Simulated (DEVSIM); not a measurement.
Structure: illuminated GaAs p-on-n cell, one wavelength, at 300 K.

```csv
layer (left to right),material,thickness (μm),Nd (cm⁻³),Na (cm⁻³),τn (s),τp (s),absorption coefficient (cm⁻¹)
1,GaAs,0.440,-,6.6e17,1.4e-8,1.4e-9,7000
2,GaAs,0.660,5e16,-,2.7e-8,2.7e-8,7000
```

Left contact: ohmic, minority electron recombination velocity 8000 cm/s. Right contact: ohmic, minority hole recombination velocity 3000 cm/s. Voltage is applied to the left contact. Recombination: SRH at mid-gap, radiative, Auger. Light enters at the left, 2.6e16 photons cm⁻² s⁻¹, one pass, no reflection. Mobility is μmin + (μ − μmin)/(1 + (N/Nref)^α).

Constants are typed, rounded textbook-type inputs, not results; the design itself was drawn at random and stands for no fabricated device. Values at 300 K.

```
parameter        GaAs
-------------  ------
gap (eV)        1.424
affinity (eV)    4.07
permittivity     12.9
Nc (cm⁻³)      4.7e17
Nv (cm⁻³)        9e18
μn (cm²/Vs)      8500
μp (cm²/Vs)       400
μn,min            500
μp,min             20
Nref,n           6e16
Nref,p         1.5e17
αn               0.39
αp               0.38
B (cm³/s)       2e-10
Cn (cm⁶/s)      1e-30
Cp (cm⁶/s)      1e-30
```

DEVSIM, 1D drift-diffusion, Boltzmann statistics, complete ionisation; no tunnelling, impact ionisation, image-force lowering or self-heating.

Problem. Give the dark forward current.

Solution. 
(V (V), J (A/cm²)): (0.05, 1.1e-11); (0.10, 3.9e-11); (0.20, 3.1e-10); (0.25, 8.4e-10); (0.30, 2.3e-9); (0.40, 1.7e-8); (0.45, 4.6e-8); (0.55, 3.4e-7); (0.60, 9.4e-7); (0.65, 2.6e-6); (0.75, 2.0e-5); (0.80, 5.9e-5); (0.85, 0.00018); (0.95, 0.0024); (1.00, 0.011); (1.10, 0.38); (1.15, 2.4); (1.20, 15); (1.30, 520); (1.35, 2900)
